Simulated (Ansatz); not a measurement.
The reference is HgS in the zinc blende structure (space group F-43m, No. 216).

```
CELL_PARAMETERS angstrom
      0.00000     2.93799     2.93799
      2.93799     0.00000     2.93799
      2.93799     2.93799     0.00000
ATOMIC_POSITIONS crystal
  Hg 0.00000 0.00000 0.00000
  S  0.75000 0.75000 0.75000
```

Cartesian axes are those of the cell as printed.

Method: PBEsol (Ansatz, a first-principles code; PAW; 420 eV plane waves; spin-orbit coupling left out), earlier PAW set.

Base values:

- Band gap: zero

It is then changed as follows: a free-standing slab of 5 layers (10 atoms, 2 a layer) is cut normal to [110], with 15 Å of vacuum and the in-plane cell held at bulk.

Task: Estimate the effect on the band gap, change of the spacing d12 from its bulk value of 2.077 Å, excess energy per area of both faces, gap character and valence-band top at Γ.

Result: The band gap becomes 0.50 eV (base: zero); the change of the spacing d12 from its bulk value of 2.077 Å is -10.4 %; the excess energy per area of both faces (slab less bulk energy over the cell's area: twice a surface energy) comes out as 0.5 J/m² (uncertain by up to 0.07 J/m²); the gap character comes out as direct at Γ; the valence-band top at Γ (three highest levels, from the VBM) comes out as 0.00, -0.20, -0.37 eV.

The excess energy carries the mismatch between the slab's and the bulk's meshes. Spin-orbit coupling, missing from the scalar runs, can matter with Hg. Stability against distortions was not tested. The final runs are not spin-polarised. The zero or small gap of HgS can change with the level of theory. Labels are those of the standard path for the cell's own space group.
